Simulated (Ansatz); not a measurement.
## A computed series for BAs: alloy series

Base system: BAs in the zinc blende structure (space group F-43m, No. 216).

```yaml
crystal:
  lattice:
    - [0.00000, 2.40467, 2.40467]
    - [2.40467, 0.00000, 2.40467]
    - [2.40467, 2.40467, 0.00000]
  atoms:
    - { symbol: As, position: [0.75000, 0.75000, 0.75000] }
    - { symbol: B, position: [0.00000, 0.00000, 0.00000] }
```

The other end (x = 1) is BN in the zinc blende structure (space group F-43m, No. 216): 5.95 Å³/atom, gap 4.46 eV.

N replaces a fraction x of As; each row is one arrangement (x, atoms in the cell, starting space group or random), fully relaxed.

The values are results of DFT with PBE, PAW potentials and a 420 eV plane-wave cutoff in Ansatz (a program for electronic structure), no spin-orbit coupling, not measurements.

```csv
N fraction x,volume per atom (Å³/atom)
0,13.905
"0.25 (Cm, 8 atoms)",?
"0.333 (Imm2, 6 atoms)",10.946
"0.5 (Cm, 8 atoms)",9.540
"0.667 (I-4m2, 6 atoms)",8.258
1,5.953
```

Q: Fit V(x) = (1 − x) V(0) + x V(1) − b x(1 − x) with the ends held (b = 0 is Vegard's rule) to the rows shown and predict the withheld row.

A: Least squares on the printed values gives b = 1.50 Å³/atom, against 11.917 Å³/atom from the straight line alone (largest residual 0.023 Å³/atom); this predicts 11.635 Å³/atom, and the run gives 11.758 Å³/atom, 0.123 higher.

These are small ordered cells, not random alloys; other orderings at the same x differ. Stability against distortions was not tested. All final runs are without spin polarisation.
